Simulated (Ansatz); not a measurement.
Structures of equal composition on the (110) surface of bcc Mo: a layer of Pd in place of the second plane; a layer of Pd in place of the third plane. The slabs share one bottom face, and each structure is named by its start. These are constructed structures in small cells; real faces may alloy, dewet or reconstruct in larger ones, and not all known structures of the face are among them. Slabs of about 11 Å, Fermi-Dirac smearing of 0.1 eV. Bottom of the slabs: a bare face, its two planes held. Relaxed from the named starts with such symmetry as they have, on meshes of like density; energies extrapolated to zero smearing; spin only where a row says so; no spin-orbit coupling, no U. Brackets mark spin-polarised runs, whose order is one that fits the cell.

Calculation: PBE (plane waves to 420 eV, PAW; Ansatz, an electronic-structure program).

Q: Order them by energy per 1x1 cell (lowest first) at the level PBE.

A: a layer of Pd in place of the third plane (0.000 eV), a layer of Pd in place of the second plane (0.227 eV)
